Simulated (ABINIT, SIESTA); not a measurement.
An ABINIT input for a self-consistent single point of PdAu₃ (Pm-3m, 4 atoms in the cell) (DFT, PBEsol, plane waves, PAW (JTH v2.0 PBE PAW, files made for PBE)):

```
# PdAu3, JTH v2.0 PBE PAW
pp_dirpath "./"
pseudos "Pd.GGA_PBE-JTH.xml, Au.GGA_PBE-JTH.xml"
acell 7.6932262314 7.6932262314 7.6932262314
rprim
         1.0000000000    0.0000000000    0.0000000000
         0.0000000000    1.0000000000    0.0000000000
         0.0000000000    0.0000000000    1.0000000000
natom 4
ntypat 2
znucl 46 79
typat 1 2 2 2
xcart
         0.0000000000    0.0000000000    0.0000000000
         0.0000000000    2.0355400000    2.0355400000
         2.0355400000    0.0000000000    2.0355400000
         2.0355400000    2.0355400000    0.0000000000
      Angstrom
ecut 26
pawecutdg 52
pawxcdev 0
ixc -116133
occopt 7
tsmear 0.272 eV
nband 34
kptopt 1
ngkpt 11 11 11
nshiftk 1
shiftk 0 0 0
nstep 80
tolvrs 1.0e-12
prtwf 0
prtden 0
prtvol 1
enunit 1
```

Problem. Write the same calculation as an input for SIESTA.

Solution. One input that does it (others would too):

```
# files in the folder: Pd.psml Au.psml (PseudoDojo PBEsol standard)
SystemName  PdAu3
SystemLabel PdAu3

NumberOfAtoms                4
NumberOfSpecies              2
%block ChemicalSpeciesLabel
  1 46 Pd
  2 79 Au
%endblock ChemicalSpeciesLabel
LatticeConstant              1.0 Bohr
%block LatticeVectors
     7.693226231    0.000000000    0.000000000
     0.000000000    7.693226231    0.000000000
     0.000000000    0.000000000    7.693226231
%endblock LatticeVectors
AtomicCoordinatesFormat      Fractional
%block AtomicCoordinatesAndAtomicSpecies
     0.000000000    0.000000000    0.000000000  1
     0.000000000    0.500000000    0.500000000  2
     0.500000000    0.000000000    0.500000000  2
     0.500000000    0.500000000    0.000000000  2
%endblock AtomicCoordinatesAndAtomicSpecies

XC.functional                GGA
XC.authors                   PBEsol
PAO.BasisSize                TZP
PAO.EnergyShift              0.005 Ry
MeshCutoff                   400 Ry
%block kgrid.MonkhorstPack
   11   0   0  0.0
    0  11   0  0.0
    0   0  11  0.0
%endblock kgrid.MonkhorstPack
OccupationFunction           MP
OccupationMPOrder            0
ElectronicTemperature        272.0 meV

MaxSCFIterations             150
SCF.Mixer.Method             Pulay
SCF.Mixer.Weight             0.1
SCF.Mixer.History            8
SCF.DM.Tolerance             1.0E-05
Diag.ParallelOverK           true
WriteForces                  true
```

Basis settings and potentials, where a program has them, do not carry over. This input uses DFT, GGA PBEsol, numerical atomic orbitals TZP, PseudoDojo PBEsol standard norm-conserving potentials (rewritten from UPF to PSML). Both were run: pressure -4.93 GPa in ABINIT and -6.65 in SIESTA.

On ABINIT: the starting cell comes from a database of computed structures (which also holds hypothetical and non-ambient phases and stackings), without a prior relaxation at this level. Spin polarisation is off. The potentials were made for another functional than the one used. With a pressure of about -5 GPa the cell is away from its equilibrium volume at this level.

On SIESTA: the starting cell comes from a database of computed structures (which also holds hypothetical and non-ambient phases and stackings), without a prior relaxation at this level. Spin polarisation is off. Values carry the incompleteness of an atom-centred basis. With a pressure of about -7 GPa the cell is away from its equilibrium volume at this level.
